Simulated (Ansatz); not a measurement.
System: Sc₂B₂Ge (model structure, started from the Ti2InB2 type, P-6m2, No. 187, 5 atoms in the cell). Method: r²SCAN (plane waves, PAW; Ansatz, an electronic-structure program).

Numerical settings: plane-wave cutoff 560 eV, 24×24×8 k mesh (along the axes of the cell as run), Fermi–Dirac smearing 0.05 eV, scalar-relativistic PAW data made under PBE.

Cell (relaxed at this level):

Sc2B2Ge is taken in the hexagonal space group P-6m2 (No. 187), Pearson symbol hP5. Cell: a = b = 3.180 Å, c = 7.845 Å, α = β = 90.00°, γ = 120.00°. Sc on 2h is coordinated by 6 B at 2.509 Å and 3 Ge at 2.875 Å and 6 Sc at 3.180 Å and 1 Sc at 3.419 Å. Ge on 1a has 6 Sc at 2.875 Å. B1 on 1b sees 3 B at 1.836 Å and 6 Sc at 2.509 Å. B2 on 1f has 3 B at 1.836 Å and 6 Sc at 2.509 Å. (Neighbours: up to the widest gap in distance over summed covalent radii, below 1.35, at either atom; cation-cation and far metal-metal contacts left out.)

### Question
Give the computed bulk modulus B0.

### Answer

- bulk modulus B0 = 133 GPa

The run finds no gap.

Note: the bulk modulus is −V dP/dV from two relaxed cells at ±2 % in volume; the relaxation could raise the start's symmetry but not lower it, so the cell can be a saddle point.

Computed values are for the static lattice.

The result took about 5 core-minutes (a rough figure).

A model structure was made by putting elements into a prototype or built by hand; it is no filed structure, need not be a known phase, and can be a saddle point held by its symmetry.
